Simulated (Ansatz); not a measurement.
Input and output of a self-consistent single point for Ag₂ZnSiSe₄ (I-4, 8 atoms in the cell) (Ansatz, an electronic-structure program).

Level of theory: LDA (PW92) with spin-orbit coupling, default PAW files made with PBE (plane waves; Ansatz).

```xyz
8
Lattice="-2.8829 2.8829 5.7748 2.8829 -2.8829 5.7748 2.8829 2.8829 -5.7748" Properties=species:S:1:pos:R:3 pbc="T T T"
Ag     0.0000     0.0000     0.0000
Ag     0.0000     2.8829     2.8874
Zn     2.8829     0.0000     2.8874
Si     0.0000     0.0000     5.7748
Se     1.4760     1.4818     4.2965
Se     1.4069     1.4011    -1.4784
Se     1.4818    -1.4760     7.2532
Se     1.4011     4.3590     1.4784
```

Reference input (self-consistent single point, DFT, PBE, plane waves, default PAW files): kpoints.mp_grid.grid = 5 5 5; hamiltonian.xc = pbe; hamiltonian.pseudopotentials = {kind: paw} (the program's default PAW files); scf.occupations.method = gaussian; scf.occupations.width = 0.0073 Ry. This run's input differs from it in these lines:

Ansatz 0.2 input:
```diff
@@ -18,4 +18,7 @@
 hamiltonian:
-  xc: pbe
+  xc: lda
   pseudopotentials: { kind: paw }
+magnetization:
+  noncollinear: true
+  spin_orbit: true
 scf:
```

Output (repeated stretches shortened):

```
SCF iter   1: F=—  HF=-40311.985746 eV  |F-HF|=—  |Δ(HF+E_count)|=         —  Δρ=4.07e-2  dr2=3.41e0  dr2_m=0.00e0 (ungated)  ethr=3.10e-3  |M|=0.00e0 ∫|m|=0.00e0 μB  |m|>n=0.0e0 m-floor=0.0e0 τ_xc=0.0e0  β_m=0.30  ⟨swp⟩=7.0  Hψ=13648  notcnv=0  defer=111
all-band conjugate gradients solve this SCF's bands
preconditioner: auto → Kerker (q_TF=auto, 2.516 Å⁻¹)
spin=Noncollinear: Kerker preconditioning applied to the charge; magnetization (m_x, m_y, m_z) channels mix plain (no charge-response kernel on spin).
   [... lines left out ...]
SCF iter  10: F=—  HF=-40310.836122 eV  |F-HF|=—  |Δ(HF+E_count)|=   3.92e-7  Δρ=9.20e-6  dr2=3.42e-7  dr2_m=0.00e0 (ungated)  ethr=2.03e-9  |M|=0.00e0 ∫|m|=0.00e0 μB  |m|>n=0.0e0 m-floor=0.0e0 τ_xc=0.0e0  β_m=0.98  ⟨swp⟩=2.0  Hψ=3746  notcnv=0  defer=352
SCF iter  11: F=-40310.836122 eV  HF=-40310.836122 eV  |F-HF|=2.23e-8  |Δ(HF+E_count)|=   3.74e-8  Δρ=4.72e-6  dr2=5.60e-8  dr2_m=0.00e0 (ungated)  ethr=8.47e-11  |M|=0.00e0 ∫|m|=0.00e0 μB  |m|>n=0.0e0 m-floor=0.0e0 τ_xc=0.0e0  ⟨swp⟩=10.7  Hψ=13013  notcnv=0
SCF 1 converged in 11 iterations: F = -40310.836122 eV  dr2 = 5.60e-8
Magnetization: |M| = 0.0000 μB,  M = (+0.0000, +0.0000, +0.0000) μB
Absolute magnetization: 0.0000 μB (∫|m|)
  site 0: m = (+0.0000, +0.0000, +0.0000) μB, |m| = 0.0000 μB  (R = 1.02 Å)
  site 1: m = (+0.0000, +0.0000, +0.0000) μB, |m| = 0.0000 μB  (R = 1.02 Å)
  site 2: m = (+0.0000, +0.0000, +0.0000) μB, |m| = 0.0000 μB  (R = 1.02 Å)
  site 3: m = (+0.0000, +0.0000, +0.0000) μB, |m| = 0.0000 μB  (R = 1.06 Å)
  site 4: m = (+0.0000, +0.0000, +0.0000) μB, |m| = 0.0000 μB  (R = 1.02 Å)
  site 5: m = (+0.0000, +0.0000, +0.0000) μB, |m| = 0.0000 μB  (R = 1.02 Å)
  site 6: m = (+0.0000, +0.0000, +0.0000) μB, |m| = 0.0000 μB  (R = 1.02 Å)
  site 7: m = (+0.0000, +0.0000, +0.0000) μB, |m| = 0.0000 μB  (R = 1.02 Å)
Free energy (F): -40310.836122 eV
   [... lines left out ...]
Fermi energy:    8.015071 eV
   [... lines left out ...]
  atom   8  Se     1.73255587    -0.68654675    -0.59313920
--- Stress (GPa, compression-positive) ---
       -2.364162       0.000000      -0.000000
       -0.000000      -2.364162       0.000000
       -0.000000       0.000000      -2.564172
  P = ⅓ Tr σ = -2.4308 GPa (-24.308 kbar)
  The stress holds the Pulay correction. Without it, at fixed plane waves, as pw.x and ABINIT print it: P = -2.4587 GPa
```

The run converged in 11 iterations. Against the reference run the pressure goes from 2.88 to -2.43 GPa and the largest force goes from 2.277 to 1.956 eV/Å.

The starting cell was generated: these elements placed on a structure prototype, without a prior relaxation; it need not be a known phase or ordering of this composition. Forces in this geometry exceed 1 eV/Å. Ansatz's pressure includes its estimate of the finite-basis (Pulay) stress. A gap is left out here, as mesh or smearing make it unsure.

Cost on one core of a shared machine: roughly 2 min.
